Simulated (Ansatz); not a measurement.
The structure below was relaxed with PBEsol (Ansatz, a quantum-chemistry and plane-wave program; PAW; 420 eV plane waves; no spin-orbit coupling).

```xyz
8
Lattice="-3.3982 3.3982 3.3982 3.3982 -3.3982 3.3982 3.3982 3.3982 -3.3982" Properties=species:S:1:pos:R:3 pbc="T T T"
Zn     0.9269     4.3251    -0.9269
Zn    -0.9269     2.4713     0.9269
Zn     2.4713     2.4713     2.4713
Zn     0.9269     0.9269     0.9269
Zn     4.3251    -0.9269     0.9269
Zn     2.4713     0.9269    -0.9269
Zn    -0.9269     0.9269     4.3251
Zn     0.9269    -0.9269     2.4713
```

Find the space group and the Wyckoff positions.

Space group Ia-3 (No. 206); a = 6.796 Å, b = 6.796 Å, c = 6.796 Å, α = 90.00°, β = 90.00°, γ = 90.00°

```tsv
atom	site	symmetry	x	y	z
Zn	16c	.3.	0.1364	0.1364	0.1364
```

Describe the coordination.

The crystal has 16 atoms in its conventional cell. Conventional cell: a = 6.796 Å, b = 6.796 Å, c = 6.796 Å, α = 90.00°, β = 90.00°, γ = 90.00°. Zn sees 3 Zn at 2.413 Å and 1 Zn at 2.675 Å. (Neighbours: up to the widest gap in distance over summed covalent radii, below 1.35, at either atom.)

Whether these cells are dynamically stable was not tested. The cell was made from Ge by this change: Ge → Zn; the result is a hypothetical phase, not in the database extracts checked.
